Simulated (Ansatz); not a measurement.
The reference is W in the bcc (W type) structure (space group Im-3m, No. 229; a = 3.1688 Å; relaxed with 0.1 eV smearing). Axes: x, y, z lie along the cube axes.

The values are results of r2SCAN in Ansatz (plane waves to 500 eV, PAW, without spin-orbit coupling), not measurements.

Base values:

The band gap is zero.

Now apply this change: uniaxial strain ε_zz = +0.94 %, all other strain components held at zero, atoms relaxed at fixed cell.

**Question.** Predict the new energy relative to the base.

**Answer.** The energy rises by 2.4 meV/atom.

**Question.** Estimate the effect on the stress.

**Answer.** The stress (xx, yy, zz, yz, xz, xy; compression positive) comes out as (-1.9, -1.9, -5.0, 0.0, 0.0, 0.0) GPa.

**Question.** Predict the new band gap.

**Answer.** The band gap is still zero.

No phonon test of stability was made. The final runs are not spin-polarised.

Ansatz is a program for electronic structure.
